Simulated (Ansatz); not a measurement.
Cost and result by functional for the surface energy of the (321) surface of bcc Rb in its 1x1 cell, outermost plane spacing 1.52 Å in the ideal cut, in Ansatz (plane waves, PAW). Single points on the PBE structure, on one kind of machine; costs are rough ratios of the slab run's core time (references not counted) to the cheapest single point. r2SCAN's cost holds its higher cutoff (500 against 420 eV). Differences are taken against r2SCAN for comparison alone: no measured value is at hand, so the table doesn't rank accuracy.

Set-up: 8 atoms, 10.6 Å thick at the start; mesh 8x3x1; 0.1 eV smearing; dipole correction on; all atoms relaxed; symmetry of the start imposed; no spin, no spin-orbit, no U. These notes are the PBE run's.

| functional | relative cost | surface energy (J/m²) | less r2SCAN (J/m²) |
|---|---|---|---|
| LDA | 1 | 0.11 | 0.00 |
| PBEsol | 1 | 0.10 | 0.00 |
| RPBE | 1 | 0.07 | -0.03 |
| r2SCAN | 2 | 0.10 | 0.00 |
| PBE (the relaxed run's value) | – | 0.09 | -0.01 |

The values span 0.03 J/m², while the single points' costs differ by a factor of roughly 2. Differences are of unrounded values.

Ansatz is an electronic-structure program.
